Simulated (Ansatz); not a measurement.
# TiGe (model structure, started from the CoSn type, P6/mmm, No. 191, 6 atoms in the cell)

Method: PBE (PAW; Ansatz, an electronic-structure program).

Numerical settings: plane-wave cutoff 500 eV, 12×12×10 k mesh (along the axes of the cell as run), Fermi–Dirac smearing 0.05 eV, no spin polarisation, scalar-relativistic PAW data made under PBE.

Cell (relaxed at this level):

```cif
data_Ge3Ti3
_chemical_formula_sum 'Ti3 Ge3'
_space_group_name_H-M_alt 'P6/mmm'
_space_group_IT_number 191
_space_group_name_Hall '-P 6 2'
_cell_length_a 5.50062
_cell_length_b 5.50062
_cell_length_c 4.36239
_cell_angle_alpha 90.000
_cell_angle_beta 90.000
_cell_angle_gamma 120.000
loop_
_atom_site_label
_atom_site_type_symbol
_atom_site_symmetry_multiplicity
_atom_site_Wyckoff_symbol
_atom_site_fract_x
_atom_site_fract_y
_atom_site_fract_z
_atom_site_occupancy
Ti1 Ti 3 f 0.00000 0.50000 0.00000 1
Ge1 Ge 1 a 0.00000 0.00000 0.00000 1
Ge2 Ge 2 d 0.33333 0.66667 0.50000 1
```

- band gap = zero (no gap)

Note: the relaxation could raise the start's symmetry but not lower it, so the cell can be a saddle point.

Spin–orbit coupling is not included.

Cost on a shared machine: very roughly 2.2 core-minutes.

A model structure was made by putting elements into a prototype or built by hand; it is no filed structure, need not be a known phase, and can be a saddle point held by its symmetry.
